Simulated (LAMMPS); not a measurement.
MD of C (diamond structure) at zero pressure, 1000 atoms, as a crystal; each row is its own run.

Method: classical MD, pair style gw, file SiC.gw, run in LAMMPS.

| T (K) | enthalpy (eV/atom) |
|---|---|
| 200 | -5.6670 |
| 300 | -5.6410 |
| 1800 | -5.2635 |
| 3000 | -4.9074 |

**Question.** Fit a straight line, y = a + b x, to these rows (x is the first column, y the second) and predict the run at x = 2400.

**Answer.** Least squares gives a = -5.7259 and b = 0.0002688. At x = 2400 the fit predicts -5.0808 eV/atom. The run itself gave -5.1010 ± 0.0008 eV/atom, so the fit is 20 meV/atom high.

Caution: the potential SiC.gw is made for SiC, not for the elements.

Caution: with SiC.gw the 0 K volume of this crystal is 28 % off the measured one.

Caution: in nature this polymorph isn't the stable one over the whole range of temperature at this pressure, and short runs keep a crystal in its starting form.

Caution (rows 200; 300): nuclei are classical, which matters for such light atoms.

Caution (row 3000): this crystal lies over the melting point of about 2420 K that SiC.gw gives, so it is superheated.
